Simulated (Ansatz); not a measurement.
The parent structure is MgS in the rock salt structure (space group Fm-3m, No. 225; a = 5.230 Å).

The values are results of plane-wave PAW DFT at the PBE level (Ansatz, a program for electronic structure, 420 eV), without spin-orbit coupling, not measurements.

Base values:

The band gap is 2.76 eV and the electron mass is 0.52 mₑ along k, 0.29 mₑ across (at X).

It is then changed as follows: a hydrostatic pressure of 7 GPa.

Question: How does this affect the band gap?

Answer: The band gap grows by 0.17 eV (2.76 eV → 2.93 eV).

Question: What does the calculation give for the electron mass after the change?

Answer: The electron mass goes from 0.52 mₑ along k, 0.29 mₑ across (at X) to 0.54 mₑ along k, 0.29 mₑ across (at X).

Load acts through the strain it causes; cell and atoms are relaxed under it. Masses are band curvatures over ±0.01 Å⁻¹ around the edge. Along k means along the line from Γ to the band edge. Whether these cells are dynamically stable was not tested. Competing high-pressure phases were not computed.
